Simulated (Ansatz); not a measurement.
The starting structures come from a database of crystals and need not be the phases stable at ambient conditions.

Inside the gap of an insulator the Bloch states are evanescent, with a wavenumber k + iκ along the transport direction.

Given:

```
CELL_PARAMETERS angstrom
      4.58517     0.00000     0.00000
      0.00000     7.76933     0.00000
      0.00000     0.00000     9.21516
ATOMIC_POSITIONS crystal
  Pb 0.75000 0.25102 0.39676
  Pb 0.25000 0.74898 0.60324
  Pb 0.25000 0.24898 0.89676
  Pb 0.75000 0.75102 0.10324
  Br 0.25000 0.97330 0.33200
  Br 0.75000 0.02670 0.66800
  Br 0.75000 0.52670 0.83200
  Br 0.25000 0.47330 0.16800
  Cl 0.25000 0.85826 0.93000
  Cl 0.75000 0.14174 0.07000
  Cl 0.75000 0.64174 0.43000
  Cl 0.25000 0.35826 0.57000
```

Space group of this cell: Pnma. The cell was relaxed by PBE-D3(BJ); by PBEsol its mean pressure is -1.1 GPa.

Transport runs along the normal of the first two printed cell vectors.

No gap correction and no spin-orbit coupling; mid-gap values are interpolated between computed energies.

Task: Estimate the band gap and the smallest decay constant κ at mid-gap that Ansatz (a program for electronic structure) with PBEsol returns for this system.

Result: Gap 3.40 eV on a 8×4×4 mesh; κ = 0.307 1/Å, at the zone centre.
